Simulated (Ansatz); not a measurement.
MgO, response to strain

Consider MgO in the rock salt structure (space group Fm-3m, No. 225).

```xyz
2
Lattice="0.0000 2.1022 2.1022 2.1022 0.0000 2.1022 2.1022 2.1022 0.0000" Properties=species:S:1:pos:R:3 pbc="T T T"
O      0.0000     0.0000     0.0000
Mg     2.1022     2.1022     2.1022
```

Cartesian axes are those of the cell as printed.

Strains are applied to the cell and any free atomic positions relax; under biaxial strain the out-of-plane vector relaxes too.

Level of theory: DFT with r2SCAN, PAW potentials and a 500 eV plane-wave cutoff in Ansatz (a first-principles code), no spin-orbit coupling.

Notes on the quantities. pressure: mean of the normal stresses, compression positive.

```csv
case,space group,electron mass,pressure
base,Fm-3m (No. 225),0.36 mₑ (at Γ),0.01 GPa
"biaxial strain −1.89 %, plane normal [001], relaxed out of plane",I4/mmm (No. 139),"0.35 mₑ out of plane, 0.38 mₑ in plane (at Γ)",4.95 GPa
"biaxial strain −3.04 %, plane normal [111], relaxed out of plane",R-3m (No. 166),"0.36 mₑ out of plane, 0.39 mₑ in plane (at Γ)",9.60 GPa
"biaxial strain −0.14 %, plane normal [111], relaxed out of plane",R-3m (No. 166),0.36 mₑ (at Γ),0.40 GPa
isotropic strain −0.63 %,Fm-3m (No. 225),0.37 mₑ (at Γ),3.30 GPa
uniaxial strain ε_xx = −5.34 %,I4/mmm (No. 139),"0.42 mₑ along x, 0.36 mₑ across (at Γ)",11.49 GPa
uniaxial strain ε_xx = +4.97 %,I4/mmm (No. 139),…,…
uniaxial strain ε_yy = −0.16 %,I4/mmm (No. 139),0.36 mₑ (at Γ),0.28 GPa
uniaxial strain ε_zz = +2.59 %,I4/mmm (No. 139),"0.34 mₑ along z, 0.36 mₑ across (at Γ)",-3.83 GPa
tensor shear ε_xz = −0.69 %,Immm (No. 71),–,0.02 GPa
```

Problem. What belongs in the blanks?

Solution. 
- uniaxial strain ε_xx = +4.97 %, electron mass: 0.33 mₑ along x, 0.36 mₑ across (at Γ)
- uniaxial strain ε_xx = +4.97 %, pressure: -6.64 GPa

The levels and masses belong to the bands next to the band gap. Masses are band curvatures over ±0.01 Å⁻¹ around the edge. No phonon test of stability was made.
